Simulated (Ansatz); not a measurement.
Results of PBE (PAW; Ansatz, a first-principles code) for rutile MgH2.

Numerical settings: plane-wave cutoff 520 eV, 8×8×12 k mesh (along the axes of the cell as run), Fermi–Dirac smearing 0.01 eV, scalar-relativistic PAW data made under PBE.

Cell (measured lattice):

```cif
data_H4Mg2
_chemical_formula_sum 'Mg2 H4'
_space_group_name_H-M_alt 'P42/mnm'
_space_group_IT_number 136
_space_group_name_Hall '-P 4n 2n'
_cell_length_a 4.50100
_cell_length_b 4.50100
_cell_length_c 3.01000
_cell_angle_alpha 90.000
_cell_angle_beta 90.000
_cell_angle_gamma 90.000
loop_
_atom_site_label
_atom_site_type_symbol
_atom_site_symmetry_multiplicity
_atom_site_Wyckoff_symbol
_atom_site_fract_x
_atom_site_fract_y
_atom_site_fract_z
_atom_site_occupancy
Mg1 Mg 2 a 0.00000 0.00000 0.00000 1
H1 H 4 f 0.30600 0.30600 0.00000 1
```

### Question
Estimate the band gap, smallest direct gap on the k points sampled and direct gap at Γ that the calculation returns.

### Answer

- band gap: 3.74 eV (indirect)
- smallest direct gap on the k points sampled: 4.56 eV
- direct gap at Γ: 5.22 eV

Note: cell and atoms aren't relaxed at this level (largest force component 0.04 eV/Å, pressure 0.4 GPa).

Computed values are for the static lattice.
